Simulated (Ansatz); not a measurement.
Element substitutions in BN

Start from BN in the zinc blende structure (space group F-43m, No. 216; a = 3.609 Å).

Each row replaces one element on all its sites; cell and atoms are relaxed.

All numbers come from r2SCAN (Ansatz, an electronic-structure program, PAW, without spin-orbit coupling), earlier PAW set.

| case | band gap | lattice parameter a |
|---|---|---|
| base | 4.99 eV | 3.609 Å |
| B → Al | 3.93 eV | 4.370 Å |
| N → Bi | 0.37 eV | 5.492 Å |
| B → Cr | zero | 4.391 Å |

The magnetic state is the one reached from the starting moments; the real material's order can differ, and small cells can't hold many antiferromagnetic ones. Spin-orbit coupling, missing from the scalar runs, can matter with Bi. No phonon test of stability was made. As relaxed here, BiB is a hypothetical phase, not in the database extracts checked. For CrN in this form, whether it has been made was not checked. This is not the structure that AlN has at room temperature and ambient pressure.
